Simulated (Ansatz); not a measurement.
Converging the k-point mesh: CrW (Cmm2, 2 atoms in the cell)

```xyz
2
Lattice="1.5366 -2.2022 0.0000 1.5366 2.2022 0.0000 0.0000 0.0000 4.2392" Properties=species:S:1:pos:R:3 pbc="T T T"
Cr     0.0000     0.0000     0.0500
W      1.5366     0.0000     2.1196
```

Method: PBEsol, default PAW files made with PBE (plane waves; Ansatz, a quantum-chemistry and plane-wave program).

Base settings: basis.ecutwfc = 420 eV; kpoints.mp_grid.grid = 13 13 8; hamiltonian.xc = pbesol; hamiltonian.pseudopotentials = {kind: paw} (the program's default PAW files); scf.occupations.method = gaussian; scf.occupations.width = 0.1 eV.

The second cell is the first with its lattice scaled by 0.98.

Only quantities that move along the ladder and can be compared are tabulated.

The count of work is k-points × plane waves × bands × iterations; it is no time. Core times come from one kind of shared machine, to one figure; runs under 30 s give none.

The starting cell comes from a database of computed structures (which also holds hypothetical and non-ambient phases and stackings), without a prior relaxation at this level. Its lattice was rescaled by up to half a per cent. One atom was moved a little off its site on purpose. Spin polarisation is off. In the base run, with a pressure of about -13 GPa the cell is away from its equilibrium volume at this level. Ansatz's pressure includes its estimate of the finite-basis (Pulay) stress.

Steps (kpoints.mp_grid.grid): 2 2 2; 3 3 2; 4 4 2; 4 4 3; 5 5 3; 6 6 4; 7 7 4; 8 8 5; 9 9 6; 10 10 6; 11 11 7; 12 12 8; 13 13 8; 14 14 8; 15 15 9; 17 17 10; 19 19 11; 21 21 12; 23 23 14; 25 25 15; 28 28 17; 31 31 19; 35 35 21; 43 43 25.

Problem. What is the coarsest kpoints.mp_grid.grid that holds the pressure within 1 GPa of the last step, with all finer ones?

Solution. 4 4 3, at 0.0022 of the last step's count of work; the step before is off by 2.0 GPa.

Problem. What is the coarsest kpoints.mp_grid.grid that holds the free energy within 2 meV/atom of the last step, with all finer ones?

Solution. 14 14 8, at 0.045 of the last step's count of work; the step before is off by 2.7 meV/atom.

Problem. What is the coarsest kpoints.mp_grid.grid that holds the forces within 0.005 eV/Å of the last step, with all finer ones?

Solution. 21 21 12, at 0.13 of the last step's count of work and about 0.1 of the last step's time; the step before is off by 0.008 eV/Å.

```tsv
kpoints.mp_grid.grid	free energy less the last step's (meV/atom)	energy of the compressed cell less the first (meV/atom)	pressure (GPa)	largest difference of a force vector from the last step's (eV/Å)	count of work / last	core time / last (rough)
2 2 2	238.13	-51.99	-16.52	0.190	0.0018	–
3 3 2	85.92	-15.19	-10.95	0.030	0.0013	–
4 4 2	-11.52	-38.78	-14.93	0.035	0.0022	–
4 4 3	47.25	-29.51	-13.38	0.051	0.0022	–
5 5 3	-11.31	-24.09	-12.52	0.017	0.0029	–
6 6 4	-23.26	-29.23	-13.33	0.053	0.0062	–
7 7 4	9.16	-26.66	-12.82	0.019	0.0087	–
8 8 5	-1.79	-26.16	-12.79	0.026	0.010	–
9 9 6	-5.13	-28.54	-13.07	0.007	0.016	–
10 10 6	2.72	-26.64	-12.83	0.028	0.020	–
11 11 7	5.33	-26.03	-12.77	0.010	0.023	–
12 12 8	0.25	-28.40	-13.05	0.002	0.034	–
13 13 8	-2.65	-27.15	-12.91	0.010	0.039	–
14 14 8	1.05	-27.45	-12.99	0.014	0.045	–
15 15 9	0.29	-27.49	-12.99	0.017	0.051	–
17 17 10	-0.40	-26.96	-12.90	0.010	0.077	–
19 19 11	-0.19	-27.19	-12.91	0.008	0.095	–
21 21 12	0.53	-27.04	-12.88	0.004	0.13	0.1
23 23 14	-0.49	-27.34	-12.94	0.002	0.18	0.2
25 25 15	0.32	-27.14	-12.91	0.002	0.21	0.3
28 28 17	0.03	-27.14	-12.91	0.003	0.30	0.3
31 31 19	-0.23	-27.20	-12.91	0.001	0.41	0.5
35 35 21	-0.13	-27.12	-12.91	0.001	0.57	0.6
43 43 25	0.00	-27.10	-12.91	0.000	1.0	1
```

The energy difference between the two cells stays within 1 meV/atom of the last step's from 13 13 8 on, the total only from 15 15 9 on: much of the error is common to both cells and cancels.

Keys are those of Ansatz 0.2.
